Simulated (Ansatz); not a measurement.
ZrSi (model structure, started from the NiAs type, P6₃/mmc, No. 194, 4 atoms in the cell): volume per atom by level of theory

No measured value is used here.

| level (code) | value (Å³/atom) |
|---|---|
| PBE (Ansatz) | 20.68 |
| PBEsol (Ansatz) | 20.07 |
| PBE-D3(BJ) (Ansatz) | 19.99 |

Ansatz's density-functional and Hartree–Fock values are scalar-relativistic unless marked +SOC, with PAW data made under PBE.

A model structure was made by putting elements into a prototype or built by hand; it is no filed structure, need not be a known phase, and can be a saddle point held by its symmetry.

Ansatz is a quantum-chemistry and plane-wave program.
